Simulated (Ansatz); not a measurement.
Start from ZrSi2 (space group Cmcm, No. 63; a = 3.689 Å, b = 14.858 Å, c = 3.667 Å).

Computed with plane-wave PAW DFT at the r2SCAN level (Ansatz, a program for electronic structure, 500 eV), scalar-relativistic without spin-orbit coupling.

One change was made to it. Results:

```tsv
quantity	base	after
volume per atom	16.75 Å³	15.74 Å³
band gap	zero	zero
```

Question: Which of these changes matches the shifts?
(A) pressure 0.9 GPa
(B) pressure 2.1 GPa
(C) pressure 4.5 GPa
(D) pressure 9 GPa
(E) pressure −1 GPa

Answer: D, pressure 9 GPa. For comparison, the volume per atom in the other runs: pressure 0.9 GPa gives 16.63 Å³; pressure 4.5 GPa gives 16.21 Å³; pressure 2.1 GPa gives 16.48 Å³; pressure −1 GPa gives 16.88 Å³.

Load acts through the strain it causes; cell and atoms are relaxed under it. No phonon test of stability was made. Competing high-pressure phases were not computed. All final runs are without spin polarisation.
